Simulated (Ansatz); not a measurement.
The starting structures come from a database of crystals and need not be the phases stable at ambient conditions.

 Where the default PAW files enter, the runs use the earlier of Ansatz's two default sets.

Data:

```
CELL_PARAMETERS angstrom
      5.86747     0.00000     0.00000
     -1.95582     5.53190     0.00000
      1.95582     2.76595     4.79077
ATOMIC_POSITIONS crystal
  Zr 0.12500 0.87500 0.75000
  Zr 0.37500 0.62500 0.25000
  Zr 0.25000 0.12500 0.12500
  Zr 0.75000 0.37500 0.37500
  Zr 0.87500 0.25000 0.87500
  Zr 0.62500 0.75000 0.62500
  N  0.36968 0.36968 0.63032
  N  0.63032 0.50000 0.00000
  N  0.50000 0.00000 0.86968
  N  0.00000 0.63032 0.50000
  N  0.13032 0.50000 0.00000
  N  0.86968 0.86968 0.13032
  N  0.00000 0.13032 0.50000
  N  0.50000 0.00000 0.36968
```

Space group of this cell: I-43d. The cell is taken as given; by PBEsol its mean pressure is -5.5 GPa.

Calculation: PBEsol (plane waves, PAW; Ansatz, a program for electronic structure).

The current runs along the normal of the first two printed vectors; no spin-orbit coupling. Scaled by the factor s: both lengths across the current (ions clamped). Meshes 6×6×6 and 6×6 across the current in all rows.

| s | mean pressure (GPa) | band gap (eV) |
|---|---|---|
| 0.98 | 5.7 | 0.52 |
| 1.00 | -5.5 | 0.62 |
| 1.02 | -14.7 | ? |

**Question.** Take the slope of the band gap against ln s from the two given rows, extrapolate to s = 1.02, and say what the run there gives.

**Answer.** Slope = (0.52 − 0.62) / ln 0.98 = 4.95 eV. The line gives 0.62 + (4.95) × ln 1.02 = 0.72 eV. The run gives 0.57 eV, 0.15 eV under the line, 151 % of the predicted step.
